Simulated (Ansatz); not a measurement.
ZrAl₃ (I4/mmm, No. 139), treated with LDA in Ansatz (plane waves, PAW).

Run with plane-wave cutoff 520 eV, 20×20×20 k mesh, Fermi–Dirac smearing 0.05 eV, scalar-relativistic PAW data made under PBE.

Properties against volume:

Shape and atoms are relaxed at each volume.

```
V (Å³/atom)  P (GPa)   c (Å)  a (Å)
-----------  -------  ------  -----
15.984          5.01  16.792  3.903
16.317          2.38  16.920  3.928
16.650          0.00  17.042  3.954
16.983         -2.15  17.166  3.979
17.316         -4.09  17.288  4.003
```

Note: the bulk modulus comes from volumes at which shape and atoms were relaxed.

Ansatz is a first-principles code.
